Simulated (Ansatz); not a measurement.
L1₂ (Cu3Au-type) Ni3Fe was calculated with r²SCAN-D4 in Ansatz (plane waves, PAW).

Run with plane-wave cutoff 560 eV, 16×16×16 k mesh, Fermi–Dirac smearing 0.05 eV, spin-polarised with parallel moments, scalar-relativistic PAW data made under PBE.

Cell (relaxed at this level):

```xyz
4
Lattice="3.5043 0.0000 0.0000 0.0000 3.5043 0.0000 0.0000 0.0000 3.5043" Properties=species:S:1:pos:R:3 pbc="T T T"
Fe     0.0000     0.0000     0.0000
Ni     0.0000     1.7521     1.7521
Ni     1.7521     0.0000     1.7521
Ni     1.7521     1.7521     0.0000
```
Starting moments (μB, in the order of the record's atoms Fe Ni Ni Ni): 3.0 0.7 0.7 0.7.

Q: What does this level give for the bulk modulus, magnetic moment (largest site, within a sphere) and pressure derivative B′ of the bulk modulus?

A: 
- bulk modulus: 217 GPa
- magnetic moment (largest site, within a sphere): 3.18 μB
- pressure derivative B′ of the bulk modulus: 4.6

The run finds no gap.

Moments are spin moments.

Computing time: roughly 20 core-minutes.

Ansatz is a program for electronic structure.
